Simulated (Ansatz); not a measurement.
This Ansatz (an electronic-structure program) input is the reference run, CdSe in the wurtzite structure (space group P6_3mc, No. 186), computed with Kohn–Sham DFT with the r2SCAN functional, run in Ansatz with PAW and 500 eV plane waves, no spin-orbit coupling, earlier PAW set:

Ansatz 0.2 input:
```yaml
crystal:
  lattice:
    - [4.3396559829, 0, 0]
    - [-2.1698279915, 3.7582523249, 0]
    - [0, 0, 7.0782635565]
  atoms:
    - { symbol: Cd, position: [0.6666666667, 0.3333333333, 0.0005424434] }
    - { symbol: Cd, position: [0.3333333333, 0.6666666667, 0.5005424434] }
    - { symbol: Se, position: [0.6666666667, 0.3333333333, 0.6246575566] }
    - { symbol: Se, position: [0.3333333333, 0.6666666667, 0.1246575566] }
basis: { ecutwfc: 500, ecutrho_ratio: 4, xc_grid: 4, fft_grid_basis: typed }
kpoints: { mp_grid: { grid: [9, 9, 5] } }
hamiltonian:
  xc: r2scan
  dispersion: none
  pseudopotentials: { azcp: { folder: ./paw }, kind: paw }
scf: { occupations: { method: fermi_dirac, width: 0.05 }, convergence: { dr2_threshold: 0.0000000004 } }
output: { forces: true, stress: true }
checkpoint: { write: state.ck, write_every: 1000 }
```

Problem. Write the input for this change: compressive biaxial strain of 0.20 % in the plane normal to [001], as in epitaxy on a mismatched substrate; the out-of-plane cell vector and the atoms relax.

Solution. 
Ansatz 0.2 input:
```yaml
crystal:
  lattice:
    - [4.3309766709, 0, 0]
    - [2.1654883355, 3.7507358202, 0]
    - [0, 0, 7.0853418201]
  atoms:
    - { symbol: Cd, position: [0.6666666667, 0.6666666667, 0.0005424434] }
    - { symbol: Cd, position: [0.3333333333, 0.3333333333, 0.5005424434] }
    - { symbol: Se, position: [0.6666666667, 0.6666666667, 0.6246575566] }
    - { symbol: Se, position: [0.3333333333, 0.3333333333, 0.1246575566] }
basis: { ecutwfc: 500, ecutrho_ratio: 4, xc_grid: 4, fft_grid_basis: typed }
kpoints: { mp_grid: { grid: [9, 9, 5] } }
hamiltonian:
  xc: r2scan
  dispersion: none
  pseudopotentials: { azcp: { folder: ./paw }, kind: paw }
scf: { occupations: { method: fermi_dirac, width: 0.05 } }
relax: { f_tol: 0.005, max_steps: 50, cell: { stress_tol: 0.01, fix: [a, b, gamma] } }
output: { forces: true, stress: true }
checkpoint: { write: state.ck, write_every: 1000 }
```
This is the input that was run; other choices of cell and start would serve too.

Whether these cells are dynamically stable was not tested.
